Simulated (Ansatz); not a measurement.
Take MgRuO3 in the cubic perovskite structure (space group Pm-3m, No. 221; ferromagnetic; a hypothetical phase, not in the database extracts checked) as the base.

Space group Pm-3m (No. 221); a = b = c = 3.836 Å, α = β = γ = 90.00°

```
atom  site  symmetry       x       y       z
----  ----  --------  ------  ------  ------
Mg      1a      m-3m  0.0000  0.0000  0.0000
Ru      1b      m-3m  0.5000  0.5000  0.5000
O       3c    4/mm.m  0.0000  0.5000  0.5000
```

Method: PBEsol (Ansatz, a quantum-chemistry and plane-wave program; PAW; 420 eV plane waves; no spin-orbit coupling).

Before the change:

* **Lattice parameter a**: 7.248 bohr

Modification: Ga takes the place of Ru on all its sites, then cell and atoms are relaxed.

Tabulated Pauling electronegativity and covalent radius: Ru 2.20, 1.46 Å; Ga 1.81, 1.22 Å.

Q: Predict the new lattice parameter a.

A: The lattice parameter a drops by 0.1060 bohr to 7.143 bohr.

Other magnetic orders, which the real material may have, were not ruled out. Whether these cells are dynamically stable was not tested. As relaxed here, MgGaO3 is a hypothetical phase, not in the database extracts checked. No Hubbard U is applied, and correlation can decide whether such a compound is a metal. Spin-polarised in the final run: base; the other runs are not. An odd electron count without spin: MgGaO3. Many cubic perovskites are stable only at high temperature; tilts and polar distortions were not tested.
